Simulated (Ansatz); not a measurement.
The starting structures come from a database of crystals and need not be the phases stable at ambient conditions.

The decay constant κ of evanescent states in the gap governs leakage through a thin film.

Here is the system:

```
CaZnH2O5Si
1.0
    5.47397     0.00000     0.00000
   -0.59324     8.43375     0.00000
    1.18648    -1.49870     4.79929
Ca Zn Si H O
2 2 2 4 10
Direct
  0.14440   0.14360   0.22010
  0.64440   0.85640   0.07650
  0.50320   0.49940   0.24150
  0.00320   0.50060   0.74210
  0.02340   0.72440   0.34560
  0.52340   0.27560   0.62120
  0.22680   0.83420   0.76190
  0.72680   0.16580   0.92770
  0.40140   0.97600   0.66380
  0.90140   0.02400   0.68780
  0.36060   0.91700   0.81320
  0.86060   0.08300   0.89620
  0.45690   0.28660   0.95490
  0.95690   0.71340   0.66830
  0.85140   0.58680   0.15050
  0.35140   0.41320   0.56370
  0.32200   0.68260   0.20750
  0.82200   0.31740   0.52490
  0.45000   0.09040   0.43890
  0.95000   0.90960   0.34850
```

Space group of this cell: Cc. The cell is taken as given; by r2SCAN its mean pressure is -5.0 GPa.

Transport runs along the normal of the first two printed cell vectors.

No gap correction and no spin-orbit coupling; mid-gap values are interpolated between computed energies.

Question: Give the band gap and the smallest decay constant κ at mid-gap that r2SCAN in Ansatz (a quantum-chemistry and plane-wave program) yields.

Answer: Gap 4.15 eV on a 6×6×6 mesh; κ = 0.372 1/Å, at the zone centre.
